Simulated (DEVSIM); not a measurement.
**illuminated Si p-on-n cell, one wavelength, with a back-surface field**

Structure: illuminated Si p-on-n cell, one wavelength, with a back-surface field, at 300 K.

| layer (left to right) | material | thickness (μm) | Nd (cm⁻³) | Na (cm⁻³) | τn (s) | τp (s) | absorption coefficient (cm⁻¹) |
|---|---|---|---|---|---|---|---|
| 1 | Si | 0.0770 | - | 7.5e17 | 2e-5 | 3.4e-6 | 20000 |
| 2 | Si | 190 | 1.3e16 | - | 0.0002 | 0.0002 | 20000 |
| 3 | Si | 0.930 | 8.8e18 | - | 0.0002 | 0.0002 | 20000 |

Left contact: ohmic, minority electron recombination velocity 10 cm/s. Right contact: ohmic, minority hole recombination velocity 2000 cm/s. Voltage is applied to the left contact. Recombination: SRH at mid-gap, radiative, Auger. Gap narrowing is on: ΔEg = 6.92 meV × (l + √(l² + 0.5)), l = ln(N/1.3e17 cm⁻³), shared equally by both band edges. Light enters at the left, 2.6e17 photons cm⁻² s⁻¹, one pass, no reflection. Mobility is constant in doping.

The device is made up for the run: typed textbook-type constants, with dimensions and the other settings drawn at random. Values at 300 K.

| parameter | Si |
|---|---|
| gap (eV) | 1.124 |
| affinity (eV) | 4.05 |
| permittivity | 11.7 |
| Nc (cm⁻³) | 2.86e19 |
| Nv (cm⁻³) | 3.1e19 |
| μn (cm²/Vs) | 1417 |
| μp (cm²/Vs) | 470 |
| B (cm³/s) | 4.7e-15 |
| Cn (cm⁶/s) | 2.8e-31 |
| Cp (cm⁶/s) | 9.9e-32 |

Model (solved in DEVSIM): 1D drift-diffusion, Boltzmann statistics, complete ionisation; no tunnelling, impact ionisation, image-force lowering or self-heating.

* **Potential step across the device at zero bias**: 0.955 V
* **Dark forward voltage at 1 A/cm²**: 0.776 V
* **Dark forward voltage at 100 A/cm²**: 0.923 V
* **Short-circuit current**: 41.6 mA/cm²
* **Open-circuit voltage**: 0.677 V
* **Fill factor**: 0.84
* **Largest power**: 23.6 mW/cm²
* **Share of generated pairs collected at short circuit**: 0.999

Dark forward current:

(V (V), J (A/cm²)): (0.05, 2.0e-11); (0.10, 7.5e-11); (0.15, 2.6e-10); (0.20, 1.0e-9); (0.25, 4.7e-9); (0.30, 2.6e-8); (0.35, 1.7e-7); (0.40, 1.1e-6); (0.45, 7.4e-6); (0.50, 5.1e-5); (0.55, 0.00035); (0.60, 0.0024); (0.65, 0.016); (0.70, 0.088); (0.75, 0.43); (0.80, 2.1); (0.85, 11); (0.90, 54); (0.95, 210); (1.00, 540); (1.05, 1000); (1.10, 1700); (1.15, 2400)

Current under light (generator sign):

```csv
V (V),J (mA/cm²)
0.00,41.6
0.10,41.6
0.20,41.6
0.30,41.6
0.40,41.6
0.52,41.5
0.54,41.4
0.56,41.1
0.58,40.5
0.60,39.2
0.62,36.4
0.64,30.7
0.66,18.9
0.68,-4.01
```
